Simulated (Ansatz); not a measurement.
Results of PBE0-D3(BJ) (plane waves, PAW; Ansatz, a first-principles code) for CsCl-type PdIn.

Numerical settings: plane-wave cutoff 460 eV, 8×8×8 k mesh, Fermi–Dirac smearing 0.05 eV, scalar-relativistic PAW data made under PBE.

Results at a series of volumes:

```tsv
V (Å³/atom)	E − E_lowest (meV/atom)	P (GPa)
15.842	24.07	9.35
16.259	6.16	4.49
16.676	0.00	0.33
17.199	6.23	-4.05
17.510	16.29	-6.27
```

Q: Estimate the bulk modulus from the pressures at 16.259 and 17.199 Å³/atom, and compare it with a fit to all energies.

A: B = −V dP/dV. Between V = 16.259 and 17.199 Å³/atom, dP/dV = (-4.05 − (4.49))/(17.199 − 16.259) = -9.09 GPa per Å³/atom; at the midpoint 16.729 Å³/atom this gives B ≈ 152 GPa. The third-order Birch–Murnaghan fit gives V0 = 16.714 Å³/atom, B0 = 152 GPa, B′ = 5.2, which lies within 1 % of that estimate.

Spin–orbit coupling is not included.

The computed numbers hold no vibrational or temperature effects.
